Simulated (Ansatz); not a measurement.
## A computed series for WC: pressure series

Consider WC (space group P-6m2, No. 187).

WC is taken in the hexagonal space group P-6m2 (No. 187), Pearson symbol hP2. Conventional cell: a = 2.922 Å, b = 2.922 Å, c = 2.847 Å, α = 90.00°, β = 90.00°, γ = 120.00°. W on 1a is coordinated by 6 C at 2.207 Å and 8 W at 2.847–2.922 Å. C on 1f has 6 W at 2.207 Å (trigonal prismatic). (Neighbours: up to the widest gap in distance over summed covalent radii, below 1.35, at either atom; cation-cation and far metal-metal contacts left out.)

Cell and atoms are relaxed at each pressure.

Level of theory: DFT with PBE, PAW potentials and a 420 eV plane-wave cutoff in Ansatz (a quantum-chemistry and plane-wave program), no spin-orbit coupling.

| pressure (GPa) | volume per atom (Å³/atom) |
|---|---|
| -2 | 10.581 |
| -1 | 10.552 |
| 0 | 10.525 |
| 0.9 | 10.500 |
| 4.5 | 10.405 |
| 9 | 10.291 |
| 15 | 10.150 |
| 22.5 | ? |
| 30 | 9.834 |

### Question
Fit the third-order Birch–Murnaghan form P(V) = (3B₀/2)[(V₀/V)^(7/3) − (V₀/V)^(5/3)]·[1 + (3/4)(B₀′ − 4)((V₀/V)^(2/3) − 1)] (squares taken in P) to the rows shown and predict the withheld row.

### Answer
Least squares on the printed values gives V₀ = 10.525 Å³/atom, B₀ = 383 GPa, B₀′ = 4.2; this predicts 9.986 Å³/atom, and the run gives 9.986 Å³/atom, in agreement.

Load acts through the strain it causes; cell and atoms are relaxed under it. Whether these cells are dynamically stable was not tested. No other phases were tried under pressure. All final runs are without spin polarisation.
